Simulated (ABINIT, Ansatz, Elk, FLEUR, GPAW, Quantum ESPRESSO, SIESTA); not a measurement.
# One structure in several programs: InO (P6_3mc, 4 atoms in the cell)

Self-consistent single point, at a second geometry (lattice scaled by 0.98). First geometry:

```
CELL_PARAMETERS angstrom
      3.68983     0.00000     0.00000
     -1.84492     3.19549     0.00000
      0.00000     0.00000     6.08607
ATOMIC_POSITIONS crystal
  In 0.33333 0.66667 0.00075
  In 0.66667 0.33333 0.50075
  O  0.33333 0.66667 0.37426
  O  0.66667 0.33333 0.87426
```

Shared settings, as Ansatz (an electronic-structure program) writes them: kpoints.mp_grid.grid = 10 10 6; scf.occupations.method = fermi_dirac; scf.occupations.width = 0.1 eV. Potentials and cutoffs stand in the table.

```
code                                                                                                                                 model  ΔF from the first geometry (meV/atom)  largest force (eV/Å)           cutoff
----------------  ------------------------------------------------------------------------------------------------------------------------  -------------------------------------  --------------------  ---------------
FLEUR                                                         LDA (Perdew-Zunger), all-electron FLAPW (FLEUR), scalar-relativistic valence                                  -32.3                 0.008  Kmax 4.3 1/bohr
GPAW                                                                         LDA (Perdew-Wang 92), GPAW PAW datasets LDA (gpaw-data 1.0.1)                                  -32.8                 0.005           900 eV
Elk                                  LDA (PW92), all-electron FP-LAPW, Elk's shipped species files, APW+lo basis with extra local orbitals                                  -26.0                     –       rgkmax 7.5
SIESTA            LDA PW92, numerical atomic orbitals TZP, PseudoDojo LDA standard norm-conserving potentials (rewritten from UPF to PSML)                                  -29.8                 0.007      grid 300 Ry
Ansatz                                                                                                 LDA (PW92), PAW files made with PBE                                  -29.9                 0.004          default
Quantum ESPRESSO                                                                       LDA (PZ), GBRV 1.5 ultrasoft (LDA) pseudopotentials                                  -32.0                 0.006            40 Ry
ABINIT                                                     LDA (PW92), norm-conserving pseudopotentials (PseudoDojo nc-sr-04 LDA standard)                                  -30.2                 0.004          1143 eV
```

For Quantum ESPRESSO (by 0.9 GPa) the energy change implies a higher mean pressure, against the two pressures, than for the other programs: a sign of finite-basis (Pulay) stress.

A dash marks a value that a program does not give, or that is left out as unsure.

No clean gap comes from GPAW, Elk, SIESTA, Ansatz, Quantum ESPRESSO and ABINIT: levels at the Fermi energy touch, overlap or are partly filled at this smearing.

The spread over the programs that give each value: ΔF from the first geometry within 6.8 meV/atom; largest force within 0.004 eV/Å.

SIESTA uses small atom-centred bases, whose incompleteness enters pressures, forces and empty levels differently from a plane-wave cutoff. FLEUR and Elk treat all electrons, but the usual bases taken here (sphere radii, linearisation, local orbitals, empty states) were not tested for convergence, so the values are no reference for the others. The same LDA comes in different parametrisations, which differ slightly.

The starting cell comes from a database of computed structures (which also holds hypothetical and non-ambient phases and stackings), without a prior relaxation at this level. For this run, on top of that: lattice scaled by 0.98.

Left out of this page: CP2K (unsound by tests on forces, stress, charge or solver warnings).

Keys are those of Ansatz 0.2.
